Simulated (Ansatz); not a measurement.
Consider the energy change from cell B to cell A (net 1 O added, other atoms rearranged, in a slab cell with four atoms a plane). Reaction: cell B + H2O (gas) → cell A + H2 (gas). The sign is products less reactants.

Cell A: a slab of Ag (fcc, Fm-3m) cut along (111), 19 atoms, hexagonal cell of 5.87 Å (29.8 Å²), symmetry P1 within 0.02 Å, 9.9 Å thick under 17 Å of vacuum, in-plane vectors held at the crystal's; planes from bottom to top: Ag4 × 4 | O × 2 | H, its two faces unlike (dipole correction applied); added, foreign or displaced atoms, above the top plane: HO2 bound through O to 2 Ag at 2.32 Å; spin state with PBE: run without spin, k-point mesh 9×9×1.
```xyz
19
Lattice="5.8660 0.0000 0.0000 2.9330 5.0801 0.0000 0.0000 0.0000 26.6324" Properties=species:S:1:pos:R:3 pbc="T T T"
Ag    -0.1663    -0.0389     8.1229
Ag     2.7706    -0.0379     8.1163
Ag     1.3030     2.5061     8.1224
Ag     4.2358     2.5034     8.1297
Ag     1.3021     0.8073    10.4874
Ag     4.2325     0.8020    10.5062
Ag     2.7656     3.3487    10.5076
Ag     5.7046     3.3522    10.5078
Ag     5.7038     1.6499    12.8561
Ag     2.7513     1.6441    12.8648
Ag     7.1733     4.1879    12.9196
Ag     4.2320     4.2119    12.8655
Ag    -0.2048    -0.0453    15.2683
Ag     2.7934    -0.0531    15.2433
Ag     1.2845     2.5255    15.2660
Ag     4.2004     2.5196    15.1533
O      0.6955     1.1440    17.0421
O      1.8669     0.3566    17.5110
H      2.3298     1.0232    18.0558
```

Cell B: a slab of Ag (fcc, Fm-3m) cut along (111), 18 atoms, hexagonal cell of 5.87 Å (29.8 Å²), symmetry P3m1 within 0.02 Å, 9.6 Å thick under 16 Å of vacuum, in-plane vectors held at the crystal's; planes from bottom to top: Ag4 × 4 | O | H, its two faces unlike (dipole correction applied); added, foreign or displaced atoms, above the top plane: OH bound through O to 3 Ag at 2.30 Å; spin state with PBE: run without spin, k-point mesh 9×9×1.
```yaml
crystal:
  lattice:
    - [5.86595, 0.00000, 0.00000]
    - [2.93298, 5.08006, 0.00000]
    - [0.00000, 0.00000, 25.53711]
  atoms:
    - { symbol: Ag, position: [0.99969, 0.99969, 0.31379] }
    - { symbol: Ag, position: [0.50062, 0.99969, 0.31379] }
    - { symbol: Ag, position: [0.99969, 0.50062, 0.31379] }
    - { symbol: Ag, position: [0.50000, 0.50000, 0.31454] }
    - { symbol: Ag, position: [0.16667, 0.16667, 0.40650] }
    - { symbol: Ag, position: [0.66732, 0.16536, 0.40733] }
    - { symbol: Ag, position: [0.16535, 0.66732, 0.40733] }
    - { symbol: Ag, position: [0.66732, 0.66732, 0.40733] }
    - { symbol: Ag, position: [0.83637, 0.33182, 0.49952] }
    - { symbol: Ag, position: [0.33182, 0.33182, 0.49952] }
    - { symbol: Ag, position: [0.83333, 0.83334, 0.50211] }
    - { symbol: Ag, position: [0.33182, 0.83637, 0.49952] }
    - { symbol: Ag, position: [0.99418, 0.99418, 0.59379] }
    - { symbol: Ag, position: [0.51164, 0.99418, 0.59379] }
    - { symbol: Ag, position: [0.99418, 0.51165, 0.59379] }
    - { symbol: Ag, position: [0.50000, 0.50000, 0.58896] }
    - { symbol: O, position: [0.16666, 0.16667, 0.65222] }
    - { symbol: H, position: [0.16666, 0.16668, 0.69025] }
```

Reference: an isolated H2 molecule (singlet) in a box of 11 × 11 × 13 Å.

Reference: an isolated H2O molecule (singlet) in a box of 11 × 13 × 13 Å.

All numbers come from Ansatz (an electronic-structure program), plane waves with PAW, its default PAW set, cutoff 420 eV, 500 eV for r2SCAN. The structures are at rest with PBE, within the held lattices; other levels are single points on them. Neutral cells; Fermi-Dirac smearing of at most 0.10 eV in the solids, energies taken to zero width. The lattices are those relaxed with PBE, so at other levels the solids can be strained, which adds to the spread. A dispersion term (D3(BJ), or D4 for r2SCAN) was computed beside these levels and is taken off wherever the name lacks it. The PAW files were made for PBE and serve at the other functionals too. Space groups of crystals are read within 0.01 Å. No zero-point or thermal terms. The structures are the rest points that the relaxations reached, not proven lowest. Values are for these cell sizes. Cell B has symmetry P3m1 within 0.02 Å and got no random move, so less symmetric positions, which may lie lower, weren't tried.

Task: Predict the value from PBE.

Result: 3.37 eV, for cell B + H2O (gas) → cell A + H2 (gas).

Task: What do the other levels give, and how wide is the spread?

Result: 
```tsv
Level	value (eV)	less PBE
r2SCAN	3.47	0.10
```

The levels shown span 0.10 eV, from PBE (3.37) to r2SCAN (3.47).
